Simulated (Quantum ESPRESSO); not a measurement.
# Habitual settings against a tight run: LuH3 (I4/mmm, 4 atoms in the cell)

Self-consistent single point.

```
CELL_PARAMETERS angstrom
      1.66504    -1.66504     2.76718
      1.66504     1.66504     2.76718
     -1.66504    -1.66504     2.76718
ATOMIC_POSITIONS crystal
  Lu 0.00000 0.00000 0.00000
  H  0.50000 0.25000 0.75000
  H  0.50000 0.75000 0.25000
  H  0.00000 0.50000 0.50000
```

Method of the run: LDA (PZ), PSlibrary PAW (LDA) pseudopotentials (plane waves; Quantum ESPRESSO).

Base settings: ecutwfc = 55 Ry; ecutrho = 440 Ry; occupations = smearing; smearing = mp; degauss = 0.0147 Ry; potentials = {Lu: Lu.pz-spdn-kjpaw_psl.1.0.0.UPF, H: H.pz-kjpaw_psl.1.0.0.UPF}; K_POINTS = automatic 14 14 14 0 0 0; conv_thr = 1e-10 Ry.

Tight run (finer mesh or higher cutoff; not a proven limit): ecutwfc: 55 Ry → 77 Ry; ecutrho: 440 Ry → 616 Ry; conv_thr: 1e-10 Ry → 7.3e-11 Ry; K_POINTS: automatic 14 14 14 0 0 0 → automatic 19 19 19 0 0 0. It gave Fermi level (on the code's own zero) 11.24 eV; pressure -6.32 GPa.

Quick runs, as changes from the base:
- A: the base itself
- B: ecutwfc: 55 Ry → 28 Ry; ecutrho: 440 Ry → 224 Ry; smearing: mp → gauss; conv_thr: 1e-10 Ry → 7.3e-05 Ry; K_POINTS: automatic 14 14 14 0 0 0 → automatic 4 4 4 1 1 1
- C: degauss: 0.0147 Ry → 0.0099958 Ry; conv_thr: 1e-10 Ry → 7.3e-05 Ry; pseudopotentials: {Lu: Lu.pz-spdn-kjpaw_psl.1.0.0.UPF, H: H.pz-kjpaw_psl.1.0.0.UPF} → {Lu: Lu.pbe-spdn-kjpaw_psl.1.0.0.UPF, H: H.pbe-kjpaw_psl.1.0.0.UPF}; K_POINTS: automatic 14 14 14 0 0 0 → automatic 4 4 4 0 0 0; input_dft: default → pbesol [PBEsol]
- D: ecutwfc: 55 Ry → 44 Ry; ecutrho: 440 Ry → 352 Ry; smearing: mp → fd; degauss: 0.0147 Ry → 0.0099958 Ry; K_POINTS: automatic 14 14 14 0 0 0 → automatic 6 6 6 0 0 0
- E: ecutwfc: 55 Ry → 28 Ry; ecutrho: 440 Ry → 224 Ry; K_POINTS: automatic 14 14 14 0 0 0 → automatic 8 8 8 1 1 1
- F: ecutwfc: 55 Ry → 28 Ry; ecutrho: 440 Ry → 224 Ry; pseudopotentials: {Lu: Lu.pz-spdn-kjpaw_psl.1.0.0.UPF, H: H.pz-kjpaw_psl.1.0.0.UPF} → {Lu: Lu.pbe-spdn-kjpaw_psl.1.0.0.UPF, H: H.pbe-kjpaw_psl.1.0.0.UPF}; K_POINTS: automatic 14 14 14 0 0 0 → automatic 2 2 2 1 1 1; input_dft: default → pbesol [PBEsol]

Energies are extrapolated to zero smearing width, which holds to low order in the width alone (under cold and Methfessel-Paxton smearing the free energy itself is taken).

Dashes: pressure of B, C, not trusted under this conv_thr with d or f elements; energy of C, F, another energy zero.

† marks runs with another functional, U, potentials or spin treatment: their distance from the tight run is not a convergence error alone.

The count of work is k-points × plane waves × bands × iterations; it is no time. 

The starting cell comes from a database of computed structures (which also holds hypothetical and non-ambient phases and stackings), without a prior relaxation at this level. Its lattice was rescaled by a random factor within 2.5 % of one. In the base run, with a pressure of about -7 GPa the cell is away from its equilibrium volume at this level.

```csv
run,energy less tight (meV/atom),pressure less tight (GPa),count of work / tight
A,3.3,-0.19,0.27
B,82.9,–,0.0025
C†,–,–,0.0082
D,10.5,-0.11,0.024
E,98.6,-9.19,0.023
F†,–,-9.62,0.0014
```

Among the runs at the tight run's level, the energy misses run from 3.3 to 98.6 meV/atom.
